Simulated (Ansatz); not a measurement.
The structure below was relaxed with r2SCAN (Ansatz, a quantum-chemistry and plane-wave program, PAW, no spin-orbit coupling).

```
ZrSiS4
1.0
   -4.16317     4.16317     3.68164
    4.16317    -4.16317     3.68164
    4.16317     4.16317    -3.68164
S Si Zr
8 2 2
Direct
  0.11757   0.29912   0.81844
  0.63243   0.95088   0.68156
  0.26932   0.95088   0.31844
  0.48068   0.29912   0.18156
  0.70088   0.88243   0.18156
  0.04912   0.73068   0.68156
  0.04912   0.36757   0.31844
  0.70088   0.51932   0.81844
  0.50000   0.50000   0.00000
  0.25000   0.75000   0.50000
  0.75000   0.25000   0.50000
  0.00000   0.00000   0.00000
```

**Question.** Find the space group and the Wyckoff positions.

**Answer.** Space group I4₁/amd, origin choice 1 (No. 141); a = 8.3263 Å, b = 8.3263 Å, c = 7.3633 Å, α = 90.00°, β = 90.00°, γ = 90.00°

```
atom  site  symmetry       x       y       z
----  ----  --------  ------  ------  ------
S      16h       .m.  0.3184  0.0000  0.0491
Si      4b      -4m2  0.0000  0.0000  0.5000
Zr      4a      -4m2  0.0000  0.0000  0.0000
```

No phonon test of stability was made. The cell was made from ZrSiO4 by this change: O → S; the result is a hypothetical phase, not in the database extracts checked.
